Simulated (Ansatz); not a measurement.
1T (CdI2-type) PtTe2 was calculated with PBEsol+SOC (Ansatz, a first-principles code, PAW).

Numerical settings: plane-wave cutoff 520 eV, 18×18×10 k mesh (along the axes of the cell as run), Fermi–Dirac smearing 0.05 eV, PAW data made under PBE.

Starting structure:

```
CELL_PARAMETERS angstrom
      4.03000     0.00000     0.00000
     -2.01500     3.49008     0.00000
      0.00000     0.00000     5.22000
ATOMIC_POSITIONS crystal
  Te 0.33333 0.66667 0.25400
  Te 0.66667 0.33333 0.74600
  Pt 0.00000 0.00000 0.00000
```

### Question
Into what structure does the relaxation of cell and atoms lead at this level, with the symmetry of the start kept?

### Answer
The volume falls by 0.4 %; final space group P-3m1.
```
CELL_PARAMETERS angstrom
      4.04059     0.00000     0.00000
     -2.02030     3.49926     0.00000
      0.00000     0.00000     5.17083
ATOMIC_POSITIONS crystal
  Te 0.33333 0.66667 0.26103
  Te 0.66667 0.33333 0.73897
  Pt 0.00000 0.00000 0.00000
```

Note: the cell comes from a level without a dispersion term, which matters for the spacing of layers, chains or molecules.
